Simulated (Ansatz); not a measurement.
Base system: GaAs in the zinc blende structure (space group F-43m, No. 216).

```yaml
crystal:
  lattice:
    - [0.00000, 2.83278, 2.83278]
    - [2.83278, 0.00000, 2.83278]
    - [2.83278, 2.83278, 0.00000]
  atoms:
    - { symbol: As, position: [0.75000, 0.75000, 0.75000] }
    - { symbol: Ga, position: [0.00000, 0.00000, 0.00000] }
```

Method: Ansatz (a first-principles code) r2SCAN, no SOC, earlier PAW set.

One change was made to it. Results:

```csv
quantity,base,after
width of the top valence band,3.40 eV,3.51 eV
"valley order (the lowest conduction-band minima on the path, energy above the VBM, named in the base's zone)","Γ 0.97 eV; L along ⟨111⟩ 1.36 eV; a point along ⟨100⟩, about 1.0 Å⁻¹ from Γ 1.72 eV","Γ 1.16 eV; L along ⟨111⟩ 1.43 eV; a point along ⟨100⟩, about 1.0 Å⁻¹ from Γ 1.68 eV"
shortest interatomic distance,245.3 pm,243.4 pm
```

Task: What was done to the base?
(A) pressure 4.2 GPa
(B) pressure 18 GPa
(C) pressure 1.8 GPa
(D) pressure −1 GPa
(E) pressure 30 GPa

Result: C, pressure 1.8 GPa. For comparison, the valley order in the other runs: pressure −1 GPa gives Γ 0.86 eV; L along ⟨111⟩ 1.32 eV; a point along ⟨100⟩, about 1.0 Å⁻¹ from Γ 1.74 eV; pressure 4.2 GPa gives Γ 1.39 eV; L along ⟨111⟩ 1.52 eV; a point along ⟨100⟩, about 1.0 Å⁻¹ from Γ 1.64 eV; pressure 30 GPa gives a point along ⟨100⟩, about 1.0 Å⁻¹ from Γ 1.23 eV; L along ⟨111⟩ 2.15 eV; Γ 3.02 eV; pressure 18 GPa gives a point along ⟨100⟩, about 1.0 Å⁻¹ from Γ 1.41 eV; L along ⟨111⟩ 1.91 eV; Γ 2.39 eV.

The levels and masses belong to the bands next to the band gap. Load acts through the strain it causes; cell and atoms are relaxed under it. No phonon test of stability was made. Measured, GaAs leaves this structure (for a Cmcm phase) near 15 GPa (room temperature; as listed in arXiv:1906.07825).
